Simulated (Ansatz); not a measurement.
Start from Pb in the fcc (Cu type) structure (space group Fm-3m, No. 225; a = 4.9341 Å; relaxed with 0.1 eV smearing).

Structures relaxed with Kohn–Sham DFT with the PBEsol functional, run in Ansatz (a first-principles code) with PAW and 420 eV plane waves, no SOC.

Base:

Simulated powder pattern, Cu Kα1, λ = 1.54056 Å (kinematic, ideal powder, no thermal factors, no anomalous dispersion; the 10 strongest lines at most, above 2 %, up to 2θ = 90°):

```
2θ (°)  I/Imax (%)    hkl
------  ----------  -----
31.38          100  (111)
36.39           51  (200)
52.41           37  (220)
62.36           44  (311)
65.47           13  (222)
77.28          6.1  (400)
85.76           19  (331)
88.56           18  (420)
```

Modification: an isotropic linear strain of −1.00 %, atoms relaxed at fixed cell.

After the change:

Simulated powder pattern, Cu Kα1, λ = 1.54056 Å (kinematic, ideal powder, no thermal factors, no anomalous dispersion; the 10 strongest lines at most, above 2 %, up to 2θ = 90°):

```
2θ (°)  d (Å)  I/Imax (%)    hkl
------  -----  ----------  -----
31.70   2.820         100  (111)
36.77   2.442          51  (200)
52.98   1.727          37  (220)
63.07   1.473          44  (311)
66.22   1.410          13  (222)
78.21   1.221         6.1  (400)
86.84   1.121          19  (331)
89.69   1.092          18  (420)
```

The indices refer to the base's conventional cell; one index is shown for lines that coincide.

No phonon test of stability was made.
